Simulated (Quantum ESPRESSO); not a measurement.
A self-consistent single point of MoPb₂O₅ (C2/m, 16 atoms in the cell) with Quantum ESPRESSO.

Method of the run: PBEsol-D3(BJ) with three-body term, PseudoDojo standard norm-conserving (PBESOL) pseudopotentials (plane waves; Quantum ESPRESSO).

```xyz
16
Lattice="7.1160 -2.9086 0.0000 7.1160 2.9086 0.0000 -2.9330 0.0000 6.7425" Properties=species:S:1:pos:R:3 pbc="T T T"
Mo    10.8237     0.0000     2.2954
Mo     0.4752     0.0000     4.4471
Pb     6.5429     0.0000     1.7221
Pb     4.7560     0.0000     5.0204
Pb     1.6116     0.0000     0.7601
Pb     9.6874     0.0000     5.9824
O      7.1160    -1.4368     0.0000
O      7.1160     1.4368     0.0000
O      9.0700     0.0000     2.0592
O      2.2289     0.0000     4.6833
O      6.9067    -1.5000     5.2519
O      4.3923     1.5000     1.4906
O      4.3923    -1.5000     1.4906
O      6.9067     1.5000     5.2519
O     11.1958     0.0000     4.0440
O      0.1032     0.0000     2.6985
```

Reference input (self-consistent single point, DFT, LDA (PW92), plane waves, PseudoDojo standard norm-conserving (LDA) pseudopotentials): ecutwfc = 85 Ry; occupations = fixed; potentials = {Mo: Mo.upf, Pb: Pb.upf, O: O.upf}; K_POINTS = automatic 3 3 3 0 0 0; nbnd = 76; conv_thr = 1e-11 Ry; mixing_beta = 0.4. This run's input differs from it in these lines:

```diff
@@ -16,2 +16,5 @@
  nbnd = 76
+ vdw_corr = 'grimme-d3'
+ dftd3_version = 4
+ dftd3_threebody = .true.
 /
```

Its files differ too (potentials: PseudoDojo standard norm-conserving (PBESOL)).

The program printed (abridged):

```
     Self-consistent Calculation

     iteration #  1     ecut=    85.00 Ry     beta= 0.40

---- Real-time Memory Report at c_bands before calling an iterative solver
           612 MiB given to the printing process from OS
           552 MiB allocation reported by mallinfo(arena+hblkhd)
------------------

     total energy              =   -1166.76083052 Ry
     estimated scf accuracy    <       7.97181616 Ry

     iteration #  2     ecut=    85.00 Ry     beta= 0.40

---- Real-time Memory Report at c_bands before calling an iterative solver
           684 MiB given to the printing process from OS
   [... lines left out ...]

---- Real-time Memory Report at c_bands before calling an iterative solver
           777 MiB given to the printing process from OS
           645 MiB allocation reported by mallinfo(arena+hblkhd)
------------------

     total energy              =   -1169.53901204 Ry
     estimated scf accuracy    <          4.4E-11 Ry

     iteration # 19     ecut=    85.00 Ry     beta= 0.40

---- Real-time Memory Report at c_bands before calling an iterative solver
           777 MiB given to the printing process from OS
           645 MiB allocation reported by mallinfo(arena+hblkhd)
------------------
     End of self-consistent calculation

     highest occupied, lowest unoccupied level (ev):     6.6041    9.4994

!    total energy              =   -1169.53901204 Ry
     estimated scf accuracy    <          4.2E-12 Ry

     DFT-D3 Dispersion         =      -0.20950715 Ry

     convergence has been achieved in  19 iterations

     Forces acting on atoms (cartesian axes, Ry/au):

     atom    1 type  1   force =    -0.00338274    0.00000000    0.00204005
     atom    2 type  1   force =     0.00338274    0.00000000   -0.00204005
     atom    3 type  2   force =     0.00054163    0.00000000   -0.00307009
     atom    4 type  2   force =    -0.00054163    0.00000000    0.00307009
     atom    5 type  2   force =    -0.00236262    0.00000000   -0.00092428
     atom    6 type  2   force =     0.00236262    0.00000000    0.00092428
   [... lines left out ...]
     Total force =     0.016019     Total SCF correction =     0.000006
   [... lines left out ...]

     DFT-D3 dispersion Force =     0.003747

          total   stress  (Ry/bohr**3)                   (kbar)     P=      -18.87
  -0.00014044   0.00000000   0.00001107          -20.66        0.00        1.63
   0.00000000  -0.00011771   0.00000000            0.00      -17.32        0.00
   0.00001107   0.00000000  -0.00012674            1.63        0.00      -18.64

   JOB DONE.
```

The run converged in 19 iterations. Against the reference run the pressure goes from -3.46 to -1.89 GPa, the largest force goes from 0.236 to 0.162 eV/Å and the gap on the mesh goes from 2.857 to 2.895 eV.

The starting cell comes from a database of computed structures (which also holds hypothetical and non-ambient phases and stackings), without a prior relaxation at this level. Spin-orbit coupling is off.

Cost on one core of a shared machine: roughly 20 min.
